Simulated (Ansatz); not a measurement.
Base system: HfO₂ in the fluorite structure (space group Fm-3m, No. 225; a = 5.059 Å).

Calculations: plane-wave PAW DFT at the r2SCAN level (Ansatz, a quantum-chemistry and plane-wave program, 500 eV), no SOC, earlier PAW set.

Base values:

* **Electron mass**: 1.0 mₑ along k, 0.75 mₑ across (at X)
* **Band gap**: 4.30 eV
* **Gap character**: direct at X

Perturbation: an isotropic linear strain of −1.98 %, atoms relaxed at fixed cell.

Problem. Estimate the effect on the electron mass, energy relative to the base, band gap and gap character.

Solution. The electron mass becomes 1.1 mₑ along k, 0.73 mₑ across (at X) (base: 1.0 mₑ along k, 0.75 mₑ across (at X)); the energy increases by 34 meV/atom; the band gap grows by 0.16 eV (4.30 eV → 4.46 eV); the gap character remains direct at X.

Spin-orbit coupling, missing from the scalar runs, can matter with Hf. Masses are band curvatures over ±0.01 Å⁻¹ around the edge. Along k means along the line from Γ to the band edge. No phonon test of stability was made. This is not the structure that HfO2 has at room temperature and ambient pressure.
